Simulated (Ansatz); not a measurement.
The parent structure is SiC in the zinc blende structure (space group F-43m, No. 216).

```xyz
2
Lattice="0.0000 2.1784 2.1784 2.1784 0.0000 2.1784 2.1784 2.1784 0.0000" Properties=species:S:1:pos:R:3 pbc="T T T"
Si     0.0000     0.0000     0.0000
C      1.0892     1.0892     1.0892
```

Cartesian axes are those of the cell as printed.

Calculations: PBEsol (Ansatz, a first-principles code, PAW, no SOC).

Base values:

The band gap is 1.24 eV.

Perturbation: the cell is stretched by 1.00 % along z with no lateral relaxation, atoms relaxed at fixed cell.

What does the calculation give for the band gap and energy relative to the base after the change?

The band gap decreases by 0.04 eV (1.24 eV → 1.20 eV); the energy rises by 1.3 meV/atom.

The cells carry an imposed strain or load. Whether these cells are dynamically stable was not tested.
